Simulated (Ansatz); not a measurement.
Ansatz (an electronic-structure program), DFT, LDA, plane waves, its default PAW files: Mo2N (from the phase in space group 166, mp-1221525), 3 atoms, spin-polarised from a ferromagnetic start (2 μB on Mo), ending non-magnetic. Basis and mesh were picked for this test and aren't claimed converged.

```
Quantity                                                                 Value
---------------------------------------  -------------------------------------
cell                                     5.27, 5.27, 5.27 Å; 31.7, 31.7, 31.7°
task                                                              single point
k mesh                                                                   8×8×8
hamiltonian.xc                                                             lda
kind of files                                                              paw
scf.occupations.method                                             fermi_dirac
scf.occupations.width                                                  0.05 eV
output.forces                                                             true
magnetization.spin_polarized                                              true
binding of workers (--pin)                                                 off
k-point pools (--kpoint-pools)                                               1
memory maximum (--max-ram)                                                8GiB
accuracy                                                      medium (default)
basis.precision                                                 auto (default)
basis.xc_grid                                                      1 (default)
scf.eigensolver.kind                                            auto (default)
scf.convergence.dr2_threshold                                  1e-07 (default)
scf.lower_state_search                                         light (default)
k-points after symmetry (for each spin)                                     65
bands at the start                                                          23
electrons                                                                   33
plane waves at Γ                                                           695
cutoff (eV)                                                                420
FFT grid                                                              20×20×36
symmetry operations                                                         12
```

Settings of this run: scf.mixing.algorithm = anderson, scf.mixing.preconditioner = auto, scf.mixing.ndim = 1, scf.algorithm = auto; 4 threads.

```tsv
iteration	dr2 (eV)	Hψ
1	5.21e0	13117
2	2.43e0	5766
3	1.32e0	3993
4	7.76e-1	3723
5	4.76e-1	3392
6	2.99e-1	3094
7	1.91e-1	3014
8	1.23e-1	3046
9	8.01e-2	3062
10	5.27e-2	3222
11	3.49e-2	3230
12	2.33e-2	3174
13	1.57e-2	3144
14	1.06e-2	3070
…	…	…
23	3.43e-4	2990
24	2.36e-4	2990
25	1.62e-4	2990
26	1.12e-4	2998
27	7.70e-5	2990
28	5.31e-5	2990
29	3.66e-5	2990
30	2.52e-5	2990
…	…	…
38	1.31e-6	2990
39	9.02e-7	2990
40	6.22e-7	2990
41	4.30e-7	2990
42	2.97e-7	2990
43	2.05e-7	2990
44	1.42e-7	2990
45	9.78e-8	6664
```

It converged after 45 SCF iterations (all cycles of the run, searches included).

The cycle is slow. Which setting should be changed?

Several could match; the one computed here: scf.mixing.ndim = 16 (13 SCF iterations (all cycles of the run, searches included)), all else kept. The other changes of this size gave: scf.mixing.ndim = not set (17); scf.mixing.ndim = 4 (17). With more settings changed, the fewest of all runs of this system: scf.mixing.algorithm = auto (default), scf.mixing.ndim = not set (9). The first change moves the result by: energy under 0.001 meV/atom, forces (largest component) 0.059 meV/Å, magnetization under 0.001 μB/atom, absolute magnetization under 0.001 μB/atom. Counts are of single runs.

Keys are those of Ansatz 0.2.
